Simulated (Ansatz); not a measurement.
System: hexagonal WC. Method: PBEsol-D3(BJ) in Ansatz (PAW).

Numerical settings: plane-wave cutoff 520 eV, 24×24×20 k mesh (along the axes of the cell as run), Fermi–Dirac smearing 0.05 eV, no spin polarisation, scalar-relativistic PAW data made under PBE.

Computed at the level's own relaxed cell.

Task: Give the computed bulk modulus B0, volume per atom, pressure derivative B′ of the bulk modulus and lattice parameter a.

Result: 
bulk modulus B0: 423 GPa
volume per atom: 10.11 Å³/atom
pressure derivative B′ of the bulk modulus: 4.2
lattice parameter a: 2.881 Å

The run finds no gap.

Measured, for comparison: bulk modulus 384 ± 0.8 GPa (room temperature, not corrected to a static lattice, adiabatic, ultrasonic, our sources range from 377 to 412; as tabulated in Compression behavior of WC and WC-6%Co up to 50 GPa (OSTI 1006718)); lattice constant a 2.906 Å (300 K, not corrected to a static lattice; as tabulated in Wikipedia's data pages). Computed (rounded) less measured: bulk modulus +10 % (+3 % to +12 % over the range), lattice constant a -0.9 %. A static lattice is as a rule a little smaller and stiffer than an uncorrected measurement, which narrows the difference in the lattice constant a and would widen misses of the other sign.

Note: the bulk modulus comes from volumes at which shape and atoms were relaxed.

Spin–orbit coupling is not included.

Ansatz is a quantum-chemistry and plane-wave program.
